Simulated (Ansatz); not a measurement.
Take GaN in the zinc blende structure (space group F-43m, No. 216; a = 4.4979 Å) as the base. Axes: x, y, z lie along the cube axes.

Calculations: Kohn–Sham DFT with the r2SCAN functional, run in Ansatz (a program for electronic structure) with PAW and 500 eV plane waves, without spin-orbit coupling.

Strains are applied to the cell and any free atomic positions relax.

One change was made to it. Results:

The electron mass becomes 0.18 mₑ (at Γ) (base: 0.17 mₑ (at Γ)); the band gap rises by 0.09 eV to 2.26 eV; the shortest interatomic distance shrinks by 0.016 Å, from 1.948 Å to 1.932 Å; the hole mass comes out as 0.19 mₑ along z, 0.83 mₑ across (at Γ).

Problem. What was done to the base?
A. uniaxial strain ε_zz = −1.00 %
B. uniaxial strain ε_zz = −0.50 %
C. uniaxial strain ε_zz = −2.50 %

Solution. C, uniaxial strain ε_zz = −2.50 %. For comparison, the band gap in the other runs: uniaxial strain ε_zz = −1.00 % gives 2.20 eV; uniaxial strain ε_zz = −0.50 % gives 2.19 eV.

Effective masses come from finite differences of ±0.01 Å⁻¹. Whether these cells are dynamically stable was not tested. This is not the structure that GaN has at room temperature and ambient pressure.
